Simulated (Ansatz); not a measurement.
Base system: GaAs in the zinc blende structure (space group F-43m, No. 216).

```
CELL_PARAMETERS angstrom
      0.00000     2.83278     2.83278
      2.83278     0.00000     2.83278
      2.83278     2.83278     0.00000
ATOMIC_POSITIONS crystal
  As 0.75000 0.75000 0.75000
  Ga 0.00000 0.00000 0.00000
```

The values are results of Kohn–Sham DFT with the r2SCAN functional, run in Ansatz (a quantum-chemistry and plane-wave program) with PAW and 500 eV plane waves, no spin-orbit coupling, earlier PAW set, not measurements.

One change was made to it. Results:

The band gap drops by 0.12 eV (0.97 eV → 0.85 eV); the width of the top valence band goes up by 2.235 eV (3.40 eV → 5.64 eV); the shortest interatomic distance drops by 0.282 Å to 2.171 Å; the density rises by 2.34 g/cm³ (5.28 g/cm³ → 7.62 g/cm³).

Question: Name the change that was made.
(A) pressure 18 GPa
(B) pressure 9 GPa
(C) pressure 60 GPa

Answer: C, pressure 60 GPa. For comparison, the band gap in the other runs: pressure 9 GPa gives 1.56 eV; pressure 18 GPa gives 1.41 eV.

Load acts through the strain it causes; cell and atoms are relaxed under it. Whether these cells are dynamically stable was not tested. Measured, GaAs leaves this structure (for a Cmcm phase) near 15 GPa (room temperature; as listed in arXiv:1906.07825).
